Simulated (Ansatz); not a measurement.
A self-consistent single point of LiMg (R-3m, 2 atoms in the cell) with Ansatz (an electronic-structure program).

Method of the run: LDA (PW92), default PAW files made with PBE (plane waves; Ansatz).

```xyz
2
Lattice="1.5457 0.8924 5.0811 -1.5457 0.8924 5.0811 0.0000 -1.7849 5.0811" Properties=species:S:1:pos:R:3 pbc="T T T"
Li     0.0000     0.0000     0.0000
Mg     0.0000     0.0000     7.6216
```

Reference input (self-consistent single point, DFT, LDA (PW92), plane waves, default PAW files made with PBE): basis.ecutwfc = 420 eV; kpoints.mp_grid.grid = 10 10 10; hamiltonian.xc = lda; hamiltonian.pseudopotentials = {kind: paw} (the program's default PAW files); scf.occupations.method = cold; scf.occupations.width = 0.2 eV. This run's input differs from it in these lines:

Ansatz 0.2 input:
```diff
@@ -9,3 +9,3 @@
 basis:
-  ecutwfc: 420.0 eV
+  ecutwfc: 250.0 eV
 kpoints:
```

The program printed (abridged):

```
SCF iter   1: F=—  HF=-2103.098232 eV  |F-HF|=—  |Δ(HF+E_count)|=         —  Δρ=9.04e-3  dr2=9.45e-3  ethr=1.77e-3  ⟨swp⟩=4.9  Hψ=6742  notcnv=0
all-band conjugate gradients solve this SCF's bands
preconditioner: auto → none
SCF iter   2: F=—  HF=-2103.080626 eV  |F-HF|=—  |Δ(HF+E_count)|=   1.76e-2  S|Δr|=    0.00e0  Δρ=3.28e-3  dr2=1.76e-3  ethr=7.27e-5  ⟨swp⟩=2.0  Hψ=2803  notcnv=0
SCF iter   3: F=—  HF=-2103.078578 eV  |F-HF|=—  |Δ(HF+E_count)|=   2.05e-3  S|Δr|=    0.00e0  Δρ=5.94e-4  dr2=4.11e-4  ethr=1.36e-5  ⟨swp⟩=2.0  Hψ=1987  notcnv=0
SCF iter   4: F=—  HF=-2103.078494 eV  |F-HF|=—  |Δ(HF+E_count)|=   8.42e-5  S|Δr|=    0.00e0  Δρ=2.12e-4  dr2=2.66e-5  ethr=3.16e-6  ⟨swp⟩=1.5  Hψ=1339  notcnv=0
SCF iter   5: F=—  HF=-2103.078489 eV  |F-HF|=—  |Δ(HF+E_count)|=   4.36e-6  S|Δr|=    0.00e0  Δρ=5.31e-5  dr2=1.24e-6  ethr=2.05e-7  ⟨swp⟩=1.4  Hψ=1307  notcnv=0
SCF iter   6: F=-2103.078490 eV  HF=-2103.078490 eV  |F-HF|=2.84e-9  |Δ(HF+E_count)|=   2.40e-7  S|Δr|=    0.00e0  Δρ=4.20e-6  dr2=5.85e-9  ethr=7.69e-10  ⟨swp⟩=3.4  Hψ=4314  notcnv=0
SCF 1 converged in 6 iterations: F = -2103.078490 eV  dr2 = 5.85e-9
Stability not checked (fill_not_monotonic)
Free energy (F): -2103.078490 eV
Internal energy: -2103.079551 eV  (E = F + TS)
E sigma→0 (E₀):  -2103.078843 eV
Entropy (-TS):   0.001061 eV (0.530 meV/atom)
Fermi energy:    3.369875 eV
--- Forces (eV/Å), atoms counted from 1 ---
  atom   1  Li     0.00000000    -0.00000000    -0.00000000
  atom   2  Mg    -0.00000000     0.00000000     0.00000000
--- Stress (GPa, compression-positive) ---
       -1.185919      -0.000000      -0.000000
       -0.000000      -1.185919       0.000000
       -0.000000       0.000000      -1.968515
  P = ⅓ Tr σ = -1.4468 GPa (-14.468 kbar)
  The stress holds the Pulay correction. Without it, at fixed plane waves, as pw.x and ABINIT print it: P = -7.9065 GPa
```

The run converged in 6 iterations. Against the reference run the free energy rises by 115 meV/atom and the pressure moves little (-1.40 to -1.45 GPa).

The starting cell comes from a database of computed structures (which also holds hypothetical and non-ambient phases and stackings), without a prior relaxation at this level. Ansatz's pressure includes its estimate of the finite-basis (Pulay) stress. Without the estimate this run gives -7.91 GPa. The cutoff lies below the one recommended for these files.
